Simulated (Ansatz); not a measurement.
**CdO (P6₃mc, No. 186, 4 atoms in the cell; start mp-13119; a measured phase of this formula has another space group)**

These are LDA (Ansatz, a program for electronic structure, plane waves, PAW) values and carry that method's errors.

Run with plane-wave cutoff 520 eV, 18×18×10 k mesh (along the axes of the cell as run), Fermi–Dirac smearing 0.05 eV, scalar-relativistic PAW data made under PBE.

Cell (relaxed at this level):

CdO is modelled in the hexagonal space group P6₃mc (No. 186), the wurtzite structure, Pearson symbol hP4. Conventional cell: a = 3.584 Å, b = 3.584 Å, c = 5.563 Å, α = 90.00°, β = 90.00°, γ = 120.00°. Cd on 2b sees 4 O at 2.155–2.182 Å (tetrahedral). O on 2b is surrounded by 4 Cd at 2.155–2.182 Å (tetrahedral). (Neighbours: up to the widest gap in distance over summed covalent radii, below 1.35, at either atom; cation-cation and far metal-metal contacts left out.)

For CdO (P6₃mc, No. 186, 4 atoms in the cell; start mp-13119; a measured phase of this formula has another space group), the band gap comes out as zero (no gap).

Note: the relaxation could not lower the start's symmetry, so the cell can be a saddle point above a distorted one.

Spin–orbit coupling is not included.

Computed values are for the static lattice.

The result took about 2.6 core-minutes (a rough figure).

A start named mp-… is a Materials Project structure, which need not be a measured phase.
